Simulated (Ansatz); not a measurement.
Hypothetical I4/mmm Ge: response to strain

Consider Ge (space group I4/mmm, No. 139; a hypothetical phase, not in the database extracts checked; relaxed with 0.1 eV smearing).

```
Ge
1.0
   -3.47474     3.47474     2.00528
    3.47474    -3.47474     2.00528
    3.47474     3.47474    -2.00528
Ge
4
Direct
  0.17859   0.17859   0.35718
  0.17859   0.82141   0.00000
  0.82141   0.17859   0.00000
  0.82141   0.82141   0.64282
```

Cartesian axes are those of the cell as printed.

Strains are applied to the cell and any free atomic positions relax; under biaxial strain the out-of-plane vector relaxes too.

The values are results of PBEsol (Ansatz, a quantum-chemistry and plane-wave program), no SOC, not measurements.

Notes on the quantities. energy relative to the base: free energy F; pressure: mean of the normal stresses, compression positive.

```json
[
 {"change": "base", "energy relative to the base": "0 meV/atom", "pressure": "0.0 GPa", "space group": "I4/mmm (No. 139)", "shortest interatomic distance": "244.8 pm"},
 {"change": "biaxial strain −0.14 %, plane normal [001], relaxed out of plane", "energy relative to the base": "0.0 meV/atom", "pressure": "0.1 GPa", "space group": "I4/mmm (No. 139)", "shortest interatomic distance": "244.7 pm"},
 {"change": "biaxial strain +0.26 %, plane normal [001], relaxed out of plane", "energy relative to the base": "+0.1 meV/atom", "pressure": "-0.2 GPa", "space group": "I4/mmm (No. 139)", "shortest interatomic distance": "245.0 pm"},
 {"change": "uniaxial strain ε_yy = −3.48 %", "energy relative to the base": "+9.6 meV/atom", "pressure": "2.2 GPa", "space group": "Immm (No. 71)", "shortest interatomic distance": "242.3 pm"},
 {"change": "uniaxial strain ε_yy = −0.33 %", "energy relative to the base": "+0.1 meV/atom", "pressure": "0.2 GPa", "space group": "Immm (No. 71)", "shortest interatomic distance": "244.5 pm"}
]
```

A biaxial case was relaxed in a doubled cell and then solved in the primitive one. Whether these cells are dynamically stable was not tested.
